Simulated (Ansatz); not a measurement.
TiAl3, response to strain

Start from TiAl3 (space group I4/mmm, No. 139).

```yaml
crystal:
  lattice:
    - [-1.92294, 1.92294, 4.30997]
    - [1.92294, -1.92294, 4.30997]
    - [1.92294, 1.92294, -4.30997]
  atoms:
    - { symbol: Al, position: [0.50000, 0.50000, 0.00000] }
    - { symbol: Al, position: [0.75000, 0.25000, 0.50000] }
    - { symbol: Al, position: [0.25000, 0.75000, 0.50000] }
    - { symbol: Ti, position: [0.00000, 0.00000, 0.00000] }
```

Strains are applied to the cell and any free atomic positions relax.

Level of theory: plane-wave PAW DFT at the PBE level (Ansatz, a program for electronic structure, 420 eV), spin-orbit coupling left out.

Notes on the quantities. energy relative to the base: free energy F.

```json
[
 {"isotropic strain (%)": "-1.2", "energy relative to the base (meV/atom)": "7.1"},
 {"isotropic strain (%)": "-0.52", "energy relative to the base (meV/atom)": "1.3"},
 {"isotropic strain (%)": "0", "energy relative to the base (meV/atom)": "0.0"},
 {"isotropic strain (%)": "0.59", "energy relative to the base (meV/atom)": "?"},
 {"isotropic strain (%)": "5", "energy relative to the base (meV/atom)": "101.6"}
]
```

Question: Fit ΔE = Aε² + Bε³ (ε in %) to the rows shown and predict the withheld row.

Answer: Least squares on the printed values gives A = 4.76 and B = -0.14 meV/atom (largest residual 0.0 meV/atom); this predicts 1.6 meV/atom, and the run gives 1.6 meV/atom, in agreement.

Stability against distortions was not tested. All final runs are without spin polarisation.
